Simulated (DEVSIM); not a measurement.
Structure: In0.49Ga0.51P/GaAs p-n heterojunction, at 300 K.

| layer (left to right) | material | thickness (μm) | Nd (cm⁻³) | Na (cm⁻³) | τn (s) | τp (s) |
|---|---|---|---|---|---|---|
| 1 | In0.49Ga0.51P | 0.130 | - | 6.4e16 | 8.2e-9 | 8.2e-9 |
| 2 | GaAs | 0.320 | 1.2e17 | - | 8.2e-9 | 8.2e-9 |

Left contact: ohmic. Right contact: ohmic. Voltage is applied to the left contact. Recombination: SRH at mid-gap, Auger. Mobility is constant in doping.

This is a model device: material constants are rounded textbook-type values typed into the input, and sizes, dopings and lifetimes were drawn at random. Values at 300 K.

```csv
parameter,In0.49Ga0.51P,GaAs
gap (eV),1.89,1.424
affinity (eV),4,4.07
permittivity,11.8,12.9
Nc (cm⁻³),9e17,4.7e17
Nv (cm⁻³),1.3e19,9e18
μn (cm²/Vs),1500,8500
μp (cm²/Vs),80,400
Cn (cm⁶/s),3e-30,1e-30
Cp (cm⁶/s),3e-30,1e-30
```

Model (solved in DEVSIM): 1D drift-diffusion, Boltzmann statistics, complete ionisation; no tunnelling, impact ionisation, image-force lowering or self-heating. Band offsets follow the typed affinities; no thermionic-emission limit at abrupt steps, no polarisation charge.

The thickness of layer 1 was swept, all else fixed.

```csv
thickness of layer 1 (μm),largest field in the device at zero bias (V/cm),dark forward voltage at 1 A/cm² (V),dark forward voltage at 100 A/cm² (V)
0.026,210000,1.083,1.356
0.045,190000,1.161,1.401
0.078,160000,1.211,1.415
0.13,150000,1.215,1.417
0.22,140000,1.216,1.419
0.39,140000,1.216,1.422
0.65,140000,1.215,1.425
```

From the first row to the last the largest field in the device at zero bias goes from 210000 to 140000. From the first row to the last the dark forward voltage at 1 A/cm² goes from 1.083 to 1.215.
